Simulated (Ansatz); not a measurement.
The parent structure is Mg3Sb2 (space group P-3m1, No. 164; a = 4.5669 Å, c = 7.2470 Å).

Computed with r2SCAN (Ansatz, an electronic-structure program, PAW, scalar-relativistic without spin-orbit coupling).

Base values:

The volume per atom is 26.18 Å³, the gap character is indirect, Γ → K and the smallest direct gap is 1.78 eV.

Modification: a negative pressure, −2 GPa.

Task: Predict the new volume per atom.

Result: The volume per atom goes up by 1.30 Å³ to 27.48 Å³.

Task: What does the calculation give for the gap character after the change?

Result: The gap character goes from indirect, Γ → K to indirect, Γ → k = (0, 0.417, 0.286) in the run's primitive reciprocal basis.

Task: Estimate the effect on the smallest direct gap.

Result: The smallest direct gap decreases by 0.20 eV, from 1.78 eV to 1.58 eV.

With Sb present, leaving out spin-orbit coupling can change the band edges. Load acts through the strain it causes; cell and atoms are relaxed under it. Whether these cells are dynamically stable was not tested.
